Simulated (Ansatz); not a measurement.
The starting structures come from a database of crystals and need not be the phases stable at ambient conditions.

 Where the default PAW files enter, the runs use the earlier of Ansatz's two default sets.

Crystal: LaGaO₃ (R3c, not sure to be the ambient phase, 10 atoms a cell, 12.2 Å³ an atom, -5 GPa at this level); planes in its conventional cell.

Method: r2SCAN (plane waves, PAW; Ansatz, a program for electronic structure).

The gap is the functional's own. No spin-orbit coupling. Mid-gap values are interpolated on the energy grid.

| plane | area of the cell (Å²) | mid-gap κ (1/Å) | largest κ in the gap (1/Å) |
|---|---|---|---|
| (001) | 27.1 | 0.33 | 0.33 |
| (101) | 26.7 | (withheld) | (withheld) |
| (110) | 43.5 | (withheld) | (withheld) |

### Question
The slowest decay depends on the direction. Supply the withheld values.

### Answer

- (101), mid-gap κ (1/Å): 0.38
- (101), largest κ in the gap (1/Å): 0.38
- (110), mid-gap κ (1/Å): 0.42
- (110), largest κ in the gap (1/Å): 0.43
